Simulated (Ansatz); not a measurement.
The starting structures come from a database of crystals and need not be the phases stable at ambient conditions.

Inside the gap of an insulator the Bloch states are evanescent, with a wavenumber k + iκ along the transport direction.

Given:

```
MgB4
1.0
    5.46948     0.00000     0.00000
    0.00000     7.41297     0.00000
    0.00000     0.00000     4.37815
Mg B
4 16
Direct
  0.54620   0.63907   0.75000
  0.45380   0.36093   0.25000
  0.95380   0.13907   0.25000
  0.04620   0.86093   0.75000
  0.22163   0.15271   0.75000
  0.77837   0.84729   0.25000
  0.27837   0.65271   0.25000
  0.72163   0.34729   0.75000
  0.05309   0.35260   0.75000
  0.94691   0.64740   0.25000
  0.44691   0.85260   0.25000
  0.55309   0.14740   0.75000
  0.63310   0.93716   0.94200
  0.36690   0.06284   0.05800
  0.86690   0.43716   0.05800
  0.13310   0.56284   0.94200
  0.13310   0.56284   0.55800
  0.86690   0.43716   0.44200
  0.36690   0.06284   0.44200
  0.63310   0.93716   0.55800
```

Space group of this cell: Pnma. The cell is taken as given.

Transport runs along the normal of the first two printed cell vectors.

No gap correction and no spin-orbit coupling; mid-gap values are interpolated between computed energies.

Question: State the band gap and the smallest decay constant κ at mid-gap according to r2SCAN in Ansatz (a program for electronic structure).

Answer: Gap 0.47 eV on a 6×4×8 mesh; κ = 0.115 1/Å, at (0.333, 0.500) of the in-plane reciprocal vectors. At the zone centre, at the nearest computed energy, the slowest state has κ = 0.15 1/Å.
